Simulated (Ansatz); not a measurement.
# CdS, element substitutions

The parent structure is CdS in the wurtzite structure (space group P6_3mc, No. 186; a = 4.1643 Å, c = 6.7688 Å).

Each row replaces one element on all its sites; cell and atoms are relaxed.

Method: Ansatz (an electronic-structure program), r2SCAN, PAW, cutoff 500 eV, scalar-relativistic without spin-orbit coupling, earlier PAW set.

| case | band gap | space group | volume per atom |
|---|---|---|---|
| base | 1.63 eV | P6_3mc (No. 186) | 25.41 Å³ |
| S → Se | (withheld) | P6_3mc (No. 186) | (withheld) |
| S → Os | zero | P6_3/mmc (No. 194) | 23.68 Å³ |
| S → Te | 1.21 eV | P6_3mc (No. 186) | 35.30 Å³ |

**Question.** What belongs in the blanks?

**Answer.** 
- S → Se, band gap: 1.10 eV
- S → Se, volume per atom: 28.86 Å³

With Os and Te present, leaving out spin-orbit coupling can change the band edges. No phonon test of stability was made. As relaxed here, CdOs is a hypothetical phase, not in the database extracts checked. For CdTe in this form, whether it has been made was not checked. The final runs are not spin-polarised. CdOs has a high density of states at the Fermi level and may be magnetic at this level. This is not the structure that CdTe has at room temperature and ambient pressure.
